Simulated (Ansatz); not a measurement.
Worked example: self-consistent single point of WSi2 (I4/mmm, 3 atoms in the cell) in Ansatz (a first-principles code).

Method: PBE, PAW files (plane waves; Ansatz).

```yaml
crystal:
  lattice:
    - [-1.59328, 1.59328, 3.88642]
    - [1.59328, -1.59328, 3.88642]
    - [1.59328, 1.59328, -3.88642]
  atoms:
    - { symbol: Si, position: [0.66500, 0.66500, 0.00000] }
    - { symbol: Si, position: [0.33500, 0.33500, 0.00000] }
    - { symbol: W, position: [0.00000, 0.00000, 0.00000] }
```

Reference input (self-consistent single point, DFT, PBE, plane waves, PAW files): basis.ecutwfc = 30.9 Ry; kpoints.mp_grid.grid = 14 14 14; hamiltonian.xc = pbe; hamiltonian.pseudopotentials = {kind: paw} (an earlier, softer set of the program's PAW files); scf.occupations.method = cold; scf.occupations.width = 0.0147 Ry. This run's input differs from it in these lines:

Ansatz 0.2 input:
```diff
@@ -12,3 +12,3 @@
 kpoints:
-  mp_grid: { grid: [14, 14, 14] }
+  mp_grid: { grid: [10, 10, 10] }
 hamiltonian:
@@ -17,3 +17,3 @@
 scf:
-  occupations: { method: cold, width: 0.0147 Ry }
+  occupations: { method: cold, width: 0.022 Ry }
 output:
```

Output, abridged:

```
SCF iter   1: F=—  HF=-11658.812179 eV  |F-HF|=—  |Δ(HF+E_count)|=         —  Δρ=5.03e-2  dr2=9.99e-1  ethr=3.10e-3  ⟨swp⟩=5.1  Hψ=8773  notcnv=0
all-band conjugate gradients solve this SCF's bands
preconditioner: auto → Kerker (q_TF=auto, 2.475 Å⁻¹)
SCF iter   2: F=—  HF=-11658.576342 eV  |F-HF|=—  |Δ(HF+E_count)|=   2.36e-1  S|Δr|=    0.00e0  Δρ=2.69e-2  dr2=2.17e-1  ethr=3.10e-3  ⟨swp⟩=2.1  Hψ=2714  notcnv=0
SCF iter   3: F=—  HF=-11658.511855 eV  |F-HF|=—  |Δ(HF+E_count)|=   6.45e-2  S|Δr|=    0.00e0  Δρ=6.98e-3  dr2=1.50e-2  ethr=9.85e-4  ⟨swp⟩=2.5  Hψ=2520  notcnv=0
SCF iter   4: F=—  HF=-11658.507532 eV  |F-HF|=—  |Δ(HF+E_count)|=   4.32e-3  S|Δr|=    0.00e0  Δρ=5.53e-4  dr2=6.74e-5  ethr=6.80e-5  ⟨swp⟩=2.6  Hψ=2384  notcnv=0
SCF iter   5: F=—  HF=-11658.507530 eV  |F-HF|=—  |Δ(HF+E_count)|=   1.66e-6  S|Δr|=    0.00e0  Δρ=7.09e-5  dr2=1.60e-6  ethr=3.06e-7  ⟨swp⟩=2.2  Hψ=2342  notcnv=0
SCF iter   6: F=-11658.507530 eV  HF=-11658.507530 eV  |F-HF|=8.71e-9  |Δ(HF+E_count)|=   1.33e-7  S|Δr|=    0.00e0  Δρ=1.47e-5  dr2=7.31e-8  ethr=4.55e-10  ⟨swp⟩=6.6  Hψ=7658  notcnv=0
SCF 1 converged in 6 iterations: F = -11658.507530 eV  dr2 = 7.31e-8
Stability not checked (fill_not_monotonic)
Free energy (F): -11658.507530 eV
Internal energy: -11658.515070 eV  (E = F + TS)
E sigma→0 (E₀):  -11658.510044 eV
Entropy (-TS):   0.007539 eV (2.513 meV/atom)
Fermi energy:    17.100487 eV
--- Forces (eV/Å), atoms counted from 1 ---
  atom   1  Si    -0.00000000     0.00000000     0.19186405
  atom   2  Si     0.00000000     0.00000000    -0.19186405
  atom   3  W      0.00000000     0.00000000     0.00000000
--- Stress (GPa, compression-positive) ---
        9.084206       0.000000       0.000000
        0.000000       9.084206       0.000000
       -0.000000       0.000000       9.984150
  P = ⅓ Tr σ = 9.3842 GPa (93.842 kbar)
  The stress holds the Pulay correction. Without it, at fixed plane waves, as pw.x and ABINIT print it: P = 9.3406 GPa
```

The run converged in 6 iterations. Against the reference run the free energy goes up by 1.1 meV/atom, the pressure hardly changes (9.40 to 9.38 GPa) and the largest force goes from 0.185 to 0.192 eV/Å.

The starting cell has typed, rounded lattice constants, without a prior relaxation at this level. Its lattice was rescaled by a random factor within 2.5 % of one. Spin polarisation is off. With a pressure of about 9 GPa the cell is away from its equilibrium volume at this level. Ansatz's pressure includes its estimate of the finite-basis (Pulay) stress.
